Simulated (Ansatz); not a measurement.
Reference: BP (F-43m), PBEsol, rigid bands (plane waves, PAW, scalar-relativistic; Ansatz, a program for electronic structure); geometry: cell and atoms relaxed with PBEsol.

BP has the cubic space group F-43m (No. 216), the zinc blende structure, Pearson symbol cF8. Cell: a = b = c = 4.5202 Å, α = β = γ = 90.00°. B on 4a sees 4 P at 1.957 Å (tetrahedral). P on 4d sees 4 B at 1.957 Å (tetrahedral). (Neighbours: up to the widest gap in distance over summed covalent radii, below 1.35, at either atom.)
(The calculation used a cell of 2 atoms; values per cell refer to that cell.)

- band gap: 1.11 eV
- electron conductivity mass: 0.33 mₑ
- Seebeck coefficient, n-type 1e19 cm⁻³: -336 μV/K

**Question.** Replace P by As on the same sites and relax. What happens?

**Answer.** BAs (F-43m): volume per atom 11.5 to 13.5 Å³; band gap stays about the same (1.11 eV to 1.08 eV); electron conductivity mass falls (0.33 mₑ to 0.30 mₑ); Seebeck coefficient, n-type 1e19 cm⁻³ stays about the same (-336 μV/K to -322 μV/K).

**Question.** Replace P by N on the same sites and relax. What happens?

**Answer.** BN (F-43m): volume per atom 11.5 to 5.9 Å³; band gap rises (1.11 eV to 4.30 eV); electron conductivity mass rises (0.33 mₑ to 0.39 mₑ); Seebeck coefficient, n-type 1e19 cm⁻³ falls in size (-336 μV/K to -283 μV/K).

**Question.** Replace B by Ga on the same sites and relax. What happens?

**Answer.** GaP (F-43m): volume per atom 11.5 to 20.1 Å³; band gap rises (1.11 eV to 1.45 eV); electron conductivity mass stays about the same (0.33 mₑ to 0.34 mₑ); Seebeck coefficient, n-type 1e19 cm⁻³ stays about the same (-336 μV/K to -332 μV/K).

Moves up to 5 % count as about the same. Masses are for dilute carriers at 300 K, harmonic means over directions unless an axis is named. Seebeck coefficients are for the stated density at 300 K, with one relaxation time for all states and whether or not that doping can be reached. Spin-orbit coupling is left out.
